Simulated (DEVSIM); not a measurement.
Structure: GaN p-n junction from an implanted or diffused profile, at 300 K.

Layer 1 from the left is GaN, thickness (μm) 7.90, Nd (cm⁻³) 2.1e16, τn (s) 1.3e-9, τp (s) 1.3e-9.

Added acceptor profile: 1.5e18 cm⁻³ × exp(−(x − 0.02 μm)²/(2·(0.12 μm)²)). Left contact: ohmic. Right contact: ohmic. Voltage is applied to the left contact. Recombination: SRH at mid-gap, radiative. Mobility is μmin + (μ − μmin)/(1 + (N/Nref)^α).

This is a model device: material constants are rounded textbook-type values typed into the input, and sizes, dopings and lifetimes were drawn at random. Values at 300 K.

GaN: gap (eV) 3.43, affinity (eV) 4.1, permittivity 9.5, Nc (cm⁻³) 2.3e18, Nv (cm⁻³) 4.6e19, μn (cm²/Vs) 1200, μp (cm²/Vs) 100, μn,min 55, μp,min 3, Nref,n 2e17, Nref,p 3e17, αn 1, αp 2, B (cm³/s) 1e-11.

DEVSIM, 1D drift-diffusion, Boltzmann statistics, complete ionisation; no tunnelling, impact ionisation, image-force lowering or self-heating.

**Question.** What does the simulation give for the potential step across the device at zero bias, the dark forward voltage at 100 A/cm²?

**Answer.** potential step across the device at zero bias 3.219 V; dark forward voltage at 100 A/cm² 3.125 V.
